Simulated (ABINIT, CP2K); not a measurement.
A CP2K input for a self-consistent single point of AgI (F-43m, 2 atoms in the cell) (DFT PBE, GPW, DZVP-MOLOPT-SR-GTH basis, GTH-PBE potentials (GTH_POTENTIALS)):

```
&GLOBAL
  PROJECT bulk
  RUN_TYPE ENERGY_FORCE
  PRINT_LEVEL LOW
&END GLOBAL
&FORCE_EVAL
  METHOD Quickstep
  STRESS_TENSOR ANALYTICAL
  &DFT
    BASIS_SET_FILE_NAME BASIS_MOLOPT
    POTENTIAL_FILE_NAME GTH_POTENTIALS
    &QS
      METHOD GPW
      EPS_DEFAULT 1E-10
    &END QS
    &MGRID
      CUTOFF 500
      REL_CUTOFF 50
      NGRIDS 5
    &END MGRID
    &SCF
      SCF_GUESS ATOMIC
      EPS_SCF 1E-6
      MAX_SCF 100
      ADDED_MOS 4
      &DIAGONALIZATION
        ALGORITHM STANDARD
      &END DIAGONALIZATION
      &MIXING
        METHOD BROYDEN_MIXING
        ALPHA 0.4
        NBUFFER 8
        BETA 1
      &END MIXING
      &SMEAR ON
        METHOD FERMI_DIRAC
        ELECTRONIC_TEMPERATURE [K] 116.05
      &END SMEAR
    &END SCF
    &KPOINTS
      SCHEME MONKHORST-PACK 9 9 9
    &END KPOINTS
    &XC
      &XC_FUNCTIONAL PBE
      &END XC_FUNCTIONAL
    &END XC
    &PRINT
      &MO
        EIGENVALUES T
        OCCUPATION_NUMBERS T
        NDIGITS 8
        FILENAME mo
        &EACH
          QS_SCF 0
        &END EACH
        ADD_LAST NUMERIC
      &END MO
      &MULLIKEN OFF
      &END MULLIKEN
    &END PRINT
  &END DFT
  &SUBSYS
    &CELL
      ABC 4.56267600 4.56267572 4.56267568
      ALPHA_BETA_GAMMA 59.99999836 59.99999768 59.99999796
      PERIODIC XYZ
    &END CELL
    &COORD
      Ag       0.00000000     0.00000000     0.00000000
      I        6.84401400     3.95139300     2.79405675
    &END COORD
    &KIND Ag
      BASIS_SET DZVP-MOLOPT-SR-GTH-q11
      POTENTIAL GTH-PBE-q11
    &END KIND
    &KIND I
      BASIS_SET DZVP-MOLOPT-SR-GTH-q7
      POTENTIAL GTH-PBE-q7
    &END KIND
  &END SUBSYS
  &PRINT
    &FORCES ON
    &END FORCES
    &STRESS_TENSOR ON
    &END STRESS_TENSOR
  &END PRINT
&END FORCE_EVAL
```

Q: Give the ABINIT input for the same structure, mesh, smearing and functional.

A: One input that does it (others would too):

```
# AgI, JTH v2.0 PBE PAW
pp_dirpath "./"
pseudos "Ag.GGA_PBE-JTH.xml, I.GGA_PBE-JTH.xml"
acell 3*1.0
rprim
         0.0000000000    6.0968215062    6.0968215062
         6.0968215062    0.0000000000    6.0968215062
         6.0968215062    6.0968215062    0.0000000000
natom 2
ntypat 2
znucl 47 53
typat 1 2
xred
         0.0000000000    0.0000000000    0.0000000000
         0.7500000000    0.7500000000    0.7500000000
ecut 544 eV
pawecutdg 1088 eV
pawxcdev 0
occopt 3
tsmear 0.01 eV
nband 14
kptopt 1
ngkpt 9 9 9
nshiftk 1
shiftk 0 0 0
nstep 80
toldfe 1.0e-09
prtwf 0
prtden 0
enunit 1
```

Basis settings and potentials, where a program has them, do not carry over. This input uses DFT, PBE, plane waves, PAW (JTH v2.0 PBE PAW). Both were run: pressure 3.62 GPa in CP2K and 2.91 in ABINIT; gap on the mesh 1.388 eV in CP2K and 1.347 in ABINIT.

On ABINIT: the starting cell comes from a database of computed structures (which also holds hypothetical and non-ambient phases and stackings), without a prior relaxation at this level. Its lattice was rescaled by a random factor within 2.5 % of one. Spin-orbit coupling is off.

On CP2K: the starting cell comes from a database of computed structures (which also holds hypothetical and non-ambient phases and stackings), without a prior relaxation at this level. Its lattice was rescaled by a random factor within 2.5 % of one. Spin-orbit coupling is off. Values carry the incompleteness of an atom-centred basis. With a pressure of about 4 GPa the cell is away from its equilibrium volume at this level.
